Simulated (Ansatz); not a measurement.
The reference is BeS in the zinc blende structure (space group F-43m, No. 216; a = 4.869 Å). Axes: x, y, z lie along the cube axes.

Level of theory: Kohn–Sham DFT with the r2SCAN functional, run in Ansatz (a first-principles code) with PAW and 500 eV plane waves, no spin-orbit coupling.

Strains are applied to the cell and any free atomic positions relax; under biaxial strain the out-of-plane vector relaxes too.

One change was made to it. Results:

| quantity | base | after |
|---|---|---|
| band gap | 3.59 eV | 3.41 eV |
| energy relative to the base (free energy F) | 0 meV/atom | +9.7 meV/atom |
| valence-band top at Γ (three highest levels, from the VBM) | 0.00, 0.00, 0.00 eV | 0.00, 0.00, -0.25 eV |
| shortest interatomic distance | 2.108 Å | 2.077 Å |

Which of these changes matches the shifts?
A) biaxial strain −0.42 %, plane normal [111], relaxed out of plane
B) biaxial strain −2.08 %, plane normal [111], relaxed out of plane
C) biaxial strain −2.50 %, plane normal [111], relaxed out of plane

B, biaxial strain −2.08 %, plane normal [111], relaxed out of plane. For comparison, the band gap in the other runs: biaxial strain −2.50 %, plane normal [111], relaxed out of plane gives 3.37 eV; biaxial strain −0.42 %, plane normal [111], relaxed out of plane gives 3.56 eV.

Stability against distortions was not tested.
